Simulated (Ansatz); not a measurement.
Results of PBE0 (plane waves, PAW; Ansatz, a quantum-chemistry and plane-wave program) for AlBiO₃ (Pm-3m, No. 221, 5 atoms in the cell; start mp-23080; idealised structure).

Settings: plane-wave cutoff 460 eV, 6×6×6 k mesh, Fermi–Dirac smearing 0.01 eV, scalar-relativistic PAW data made under PBE.

Cell (relaxed with PBEsol):

```xyz
5
Lattice="3.7535 0.0000 0.0000 0.0000 3.7535 0.0000 0.0000 0.0000 3.7535" Properties=species:S:1:pos:R:3 pbc="T T T"
Al     1.8768     1.8768     1.8768
Bi     0.0000     0.0000     0.0000
O      1.8768     0.0000     1.8768
O      0.0000     1.8768     1.8768
O      1.8768     1.8768     0.0000
```

Problem. What does this level give for the band gap, smallest direct gap on the k points sampled and direct gap at Γ?

Solution. 
band gap: 3.52 eV (on the SCF k mesh)
smallest direct gap on the k points sampled: 3.62 eV
direct gap at Γ: 10.59 eV

Note: cell and atoms aren't relaxed at this level (pressure -1.3 GPa).

Spin–orbit coupling is not included; with these elements it can move the gap by several tenths of an eV or more.

The computed numbers hold no vibrational or temperature effects.

A start named mp-… is a Materials Project structure, which need not be a measured phase.
